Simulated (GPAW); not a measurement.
Band structure of Os3W (P6_3/mmc, 8 atoms in the cell).

```
CELL_PARAMETERS angstrom
      5.52853     0.00000     0.00000
     -2.76426     4.78785     0.00000
      0.00000     0.00000     4.39709
ATOMIC_POSITIONS crystal
  Os 0.16637 0.33274 0.25000
  Os 0.83363 0.66726 0.75000
  Os 0.83363 0.16637 0.75000
  Os 0.16637 0.83363 0.25000
  Os 0.66726 0.83363 0.25000
  Os 0.33274 0.16637 0.75000
  W  0.33333 0.66667 0.75000
  W  0.66667 0.33333 0.25000
```

Computed with PBEsol, GPAW PAW datasets PBEsol (made by gpaw-setup) (plane waves; GPAW).

Settings: mode = pw; ecut = 550 eV; xc = PBEsol; kpts = 4 4 5; mesh shift (steps) = 0 0 0; occupations.name = fermi-dirac; occupations.width = 0.1 eV; nbands = -12; convergence.density = 1e-05 e/electron; symmetry.symmorphic = false; symmetry.tolerance = 0.0005; maxiter = 120; bandpath_npoints = 40.

The starting cell comes from a database of computed structures (which also holds hypothetical and non-ambient phases and stackings), without a prior relaxation at this level. Spin-orbit coupling is off. Spin polarisation is off.

Levels in eV from the Fermi level, bands 54 to 60:
| point | 54 | 55 | 56 | 57 | 58 | 59 | 60 |
|---|---|---|---|---|---|---|---|
| Γ | -0.65 | -0.65 | -0.61 | 0.50 | 2.35 | 2.80 | 2.80 |
| M | -0.81 | -0.50 | -0.30 | -0.04 | 0.46 | 0.66 | 0.77 |
| K | -0.48 | -0.30 | -0.25 | -0.25 | 0.56 | 0.56 | 1.68 |
| A | 0.36 | 0.36 | 0.36 | 0.78 | 0.78 | 1.96 | 1.96 |
| L | -1.20 | -0.58 | -0.58 | -0.49 | -0.49 | 1.44 | 1.44 |
| H | -0.79 | -0.68 | -0.68 | -0.35 | -0.35 | 1.84 | 1.84 |

Bands cross the Fermi level along this path, so the cell is metallic at this level.
